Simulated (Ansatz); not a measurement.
CrB (I4₁/amd, No. 141; cell taken from a computed entry), treated with LDA (Ansatz, a quantum-chemistry and plane-wave program, PAW).

Run with plane-wave cutoff 500 eV, 20×20×20 k mesh, Fermi–Dirac smearing 0.05 eV, no spin polarisation, scalar-relativistic PAW data made under PBE.

Computed at the level's own relaxed cell.

Task: Give the computed equilibrium volume per atom, equilibrium lattice constant a and lattice parameter c.

Result: 
- equilibrium volume per atom = 7.94 Å³/atom
- equilibrium lattice constant a = 2.870 Å
- lattice parameter c = 15.424 Å

The run finds no gap.

Note: the relaxation could not lower the start's symmetry, so the cell can be a saddle point above a distorted one.

Computed values are for the static lattice.
